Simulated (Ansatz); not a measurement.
Electron-phonon data for ScCd (Pm-3m)

Input:

```
CdSc
1.0
    3.48551     0.00000     0.00000
    0.00000     3.48551     0.00000
    0.00000     0.00000     3.48551
Sc Cd
1 1
Cartesian
  1.74275   1.74275   1.74275
  0.00000   0.00000   0.00000
```

All values below come from PBEsol, DFPT electron-phonon coupling, linearised Boltzmann equation (plane waves, PAW, scalar-relativistic; Ansatz, a program for electronic structure). How the cell was made: relaxed with this functional, without spin-orbit coupling.

The resistivity at 300 K is 23 μΩ·cm, the electron mean free path at 300 K (weighted by the current that each state carries) is 5.4 nm and the electron-phonon coupling λ comes out as 0.27. The transport coupling λ_tr comes out as 0.35. The logarithmic mean phonon energy comes out as 12.4 meV and the density of states at the Fermi level is 0.98 states/(eV·spin·cell).

A metal at this level (no band gap). Only scattering by harmonic phonons is included (no impurities, grain boundaries, electron-electron scattering or thermal expansion). Spin-orbit coupling is left out. Halving the electron mesh (24x24x24) moves the resistivity by up to 9 % at 300 K, the mean free path by up to 4 %, the coupling by up to 3 %. Smearing 0.20 eV; phonons on a 4x4x4 q mesh, which this run doesn't test and which matters most at low temperature.

Computed structure, not matched to a measured one here, so possibly hypothetical: ScCd (Pm-3m).
